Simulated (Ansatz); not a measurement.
Base system: GaAs in the zinc blende structure (space group F-43m, No. 216; a = 5.6590 Å). Axes: x, y, z lie along the cube axes.

All numbers come from plane-wave PAW DFT at the PBEsol level (Ansatz, a quantum-chemistry and plane-wave program, 420 eV), spin-orbit coupling left out.

Before the change:

Valence-band top at Γ: 0.00, 0.00, 0.00 eV
Band gap: 0.42 eV

One thing is altered: a pure shear with ε_xz = ε_zx = 0.0265, atoms relaxed at fixed cell.

### Question
What happens to the largest internal atomic displacement, valence-band top at Γ and band gap?

### Answer
The largest internal atomic displacement comes out as 0.021 Å; the valence-band top at Γ (three highest levels, from the VBM) goes from 0.00, 0.00, 0.00 eV to 0.00, -0.27, -0.41 eV; the band gap shrinks by 0.25 eV (0.42 eV → 0.17 eV).

The cells carry an imposed strain or load. Stability against distortions was not tested. The zero or small gap of GaAs under tensor shear ε_xz = +2.65 % can change with the level of theory.
